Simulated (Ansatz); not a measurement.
Consider GaN in the zinc blende structure (space group F-43m, No. 216; a = 4.455 Å). Axes: x, y, z lie along the cube axes.

Computed with Ansatz (an electronic-structure program) LDA, without spin-orbit coupling.

Strains are applied to the cell and any free atomic positions relax.

One change was made to it. Results:

```csv
quantity,base,after
"valence-band top at Γ (three highest levels, from the VBM)","0.00, 0.00, 0.00 eV","0.00, -0.04, -0.08 eV"
"valley order (the lowest conduction-band minima on the path, energy above the VBM, named in the base's zone)",Γ 1.96 eV; X along ⟨100⟩ 3.27 eV,Γ 1.91 eV; X along [001] 3.22 eV; X along [010] 3.23 eV
energy relative to the base (free energy F),0 meV/atom,+0.7 meV/atom
shortest interatomic distance,1.929 Å,1.926 Å
```

Task: Which change produced these results?
A) tensor shear ε_xy = +2.00 %
B) tensor shear ε_xy = +1.14 %
C) tensor shear ε_xy = +1.43 %
D) tensor shear ε_xy = +0.57 %
E) tensor shear ε_xy = +1.71 %

Result: D, tensor shear ε_xy = +0.57 %. For comparison, the valley order in the other runs: tensor shear ε_xy = +1.71 % gives Γ 1.81 eV; X along [001] 3.08 eV; X along [010] 3.14 eV; tensor shear ε_xy = +1.14 % gives Γ 1.87 eV; X along [001] 3.16 eV; X along [010] 3.19 eV; tensor shear ε_xy = +1.43 % gives Γ 1.84 eV; X along [001] 3.12 eV; X along [010] 3.16 eV; tensor shear ε_xy = +2.00 % gives Γ 1.78 eV; X along [001] 3.04 eV; X along [010] 3.12 eV.

The levels and masses belong to the bands next to the band gap. Whether these cells are dynamically stable was not tested. This is not the structure that GaN has at room temperature and ambient pressure.
